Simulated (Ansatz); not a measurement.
Take NaI in the CsCl type structure (space group Pm-3m, No. 221; a = 4.0620 Å; a hypothetical phase, not in the database extracts checked) as the base. Axes: x, y, z lie along the cube axes.

Method: PBE (Ansatz, a first-principles code), no spin-orbit coupling.

Perturbation: the cell is stretched by 1.49 % along y with no lateral relaxation; the atoms relax in the strained cell.

**Question.** Predict the stress tensor and what it implies for the stiffness.

**Answer.** Stress of the strained cell less that of the base (GPa, compression positive):
```
  -0.01    0.00    0.00
   0.00   -0.67    0.00
   0.00    0.00   -0.01
```

Then −Δσ_ii/ε with ε = 0.0149 gives secant stiffness values (nonlinear terms included at this strain): C22 ≈ 45 GPa.

Whether these cells are dynamically stable was not tested.
